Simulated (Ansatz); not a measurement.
Co on the 1x1 (0001) surface of hcp Ru, one in a 2x2 cell, energies for each (25.7 Å²). Energies are against an atom of hcp Co, ferromagnetic, without zero-point or thermal terms; each row is named by its start.

These are PBE (plane waves to 420 eV, PAW; Ansatz, a quantum-chemistry and plane-wave program) values and carry that method's errors.

Task: Which site binds most strongly?
A) hollow Ru-Ru-Ru over Ru at depth 2.1 Å
B) hollow Ru-Ru-Ru
C) top Ru

Result: A, hollow Ru-Ru-Ru over Ru at depth 2.1 Å. Adsorption energies: hollow Ru-Ru-Ru over Ru at depth 2.1 Å 1.00 eV; hollow Ru-Ru-Ru 1.18 eV; top Ru 2.11 eV.
